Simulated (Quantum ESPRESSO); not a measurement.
Worked example: self-consistent single point of NbSi₂ (P6_222, 9 atoms in the cell) in Quantum ESPRESSO.

Method of the run: PBE-D3(0), PseudoDojo standard norm-conserving (PBE) pseudopotentials (plane waves; Quantum ESPRESSO).

```
CELL_PARAMETERS angstrom
      4.84322     0.00000     0.00000
     -2.42161     4.19435     0.00000
      0.00000     0.00000     6.63708
ATOMIC_POSITIONS crystal
  Nb 0.00000 0.50000 0.16667
  Nb 0.50000 0.00000 0.50000
  Nb 0.50000 0.50000 0.83333
  Si 0.84184 0.68369 0.50000
  Si 0.15815 0.84184 0.83333
  Si 0.31631 0.15815 0.16667
  Si 0.15815 0.31631 0.50000
  Si 0.84184 0.15815 0.83333
  Si 0.68369 0.84184 0.16667
```

Reference input (self-consistent single point, DFT, PBE, plane waves, PseudoDojo standard norm-conserving (PBE) pseudopotentials): ecutwfc = 85 Ry; occupations = smearing; smearing = gaussian; degauss = 0.0073499 Ry; potentials = {Nb: Nb.upf, Si: Si.upf}; K_POINTS = automatic 6 6 3 0 0 0; conv_thr = 1e-11 Ry; mixing_beta = 0.7. This run's input differs from it in these lines:

```diff
@@ -18,2 +18,5 @@
     degauss = 0.0073499,
+    vdw_corr = 'grimme-d3',
+    dftd3_version = 3,
+    dftd3_threebody = .false.,
 /
```

Log, with long lists cut:

```
     Self-consistent Calculation

     iteration #  1     ecut=    85.00 Ry     beta= 0.70

---- Real-time Memory Report at c_bands before calling an iterative solver
           228 MiB given to the printing process from OS
           185 MiB allocation reported by mallinfo(arena+hblkhd)
------------------

     Threshold (ethr) on eigenvalues was too large:
     Diagonalizing with lowered threshold

---- Real-time Memory Report at c_bands before calling an iterative solver
           248 MiB given to the printing process from OS
           195 MiB allocation reported by mallinfo(arena+hblkhd)
------------------

   [... lines left out ...]

---- Real-time Memory Report at c_bands before calling an iterative solver
           276 MiB given to the printing process from OS
           252 MiB allocation reported by mallinfo(arena+hblkhd)
------------------

     total energy              =    -425.07442636 Ry
     estimated scf accuracy    <          6.9E-10 Ry

     iteration # 13     ecut=    85.00 Ry     beta= 0.70

---- Real-time Memory Report at c_bands before calling an iterative solver
           276 MiB given to the printing process from OS
           252 MiB allocation reported by mallinfo(arena+hblkhd)
------------------
     End of self-consistent calculation

     the Fermi energy is    14.1887 ev

!    total energy              =    -425.07442636 Ry
     estimated scf accuracy    <          5.2E-12 Ry
     smearing contrib. (-TS)   =      -0.00254790 Ry
     internal energy E=F+TS    =    -425.07187845 Ry

     DFT-D3 Dispersion         =      -0.21716182 Ry

     convergence has been achieved in  13 iterations

     Forces acting on atoms (cartesian axes, Ry/au):

     atom    1 type  1   force =     0.00000000    0.00000000   -0.00000000
     atom    2 type  1   force =     0.00000000    0.00000000    0.00000000
     atom    3 type  1   force =     0.00000000    0.00000000    0.00000000
     atom    4 type  2   force =    -0.00000000   -0.00367059   -0.00000000
     atom    5 type  2   force =     0.00317882   -0.00183530    0.00000000
   [... lines left out ...]
     Total force =     0.008991     Total SCF correction =     0.000001
   [... lines left out ...]

     DFT-D3 dispersion Force =     0.000050

          total   stress  (Ry/bohr**3)                   (kbar)     P=      -69.61
  -0.00046843  -0.00000000   0.00000000          -68.91       -0.00        0.00
  -0.00000000  -0.00046843  -0.00000000           -0.00      -68.91       -0.00
   0.00000000   0.00000000  -0.00048281            0.00        0.00      -71.02

   JOB DONE.
```

The run converged in 13 iterations. Against the reference run the pressure goes from -2.59 to -6.96 GPa and the largest force stays at 0.094 eV/Å.

The starting cell comes from a database of computed structures (which also holds hypothetical and non-ambient phases and stackings), without a prior relaxation at this level. Its lattice was rescaled by a random factor within 2.5 % of one. Spin polarisation is off. With a pressure of about -7 GPa the cell is away from its equilibrium volume at this level.

Cost on one core of a shared machine: roughly 2 min.
